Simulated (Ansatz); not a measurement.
Consider ZnS in the zinc blende structure (space group F-43m, No. 216; a = 5.357 Å).

The change: cell and atoms relaxed at a pressure of 30 GPa.

Levels (all Ansatz, a first-principles code, PAW): PBEsol (420 eV, no SOC); r2SCAN (500 eV, no spin-orbit coupling); HSE06 (420 eV, no spin-orbit coupling).

At the geometry relaxed with PBEsol, these levels gave the following band gaps, in shuffled order: (a) 3.67 eV, (b) 3.03 eV, (c) 2.54 eV.

### Question
Match each gap to its level.

### Answer
(a) HSE06; (b) r2SCAN; (c) PBEsol.

Single points use the geometry relaxed with PBEsol. HSE06 gaps are upper bounds (no full band path). Load acts through the strain it causes; cell and atoms are relaxed under it. Whether these cells are dynamically stable was not tested. Measured, ZnS leaves this structure (for rock salt) near 14.7 GPa (temperature not stated; as listed in Datta, Sujoy, Jana, Debnarayan, arXiv (2020)), on rising pressure, with hysteresis.
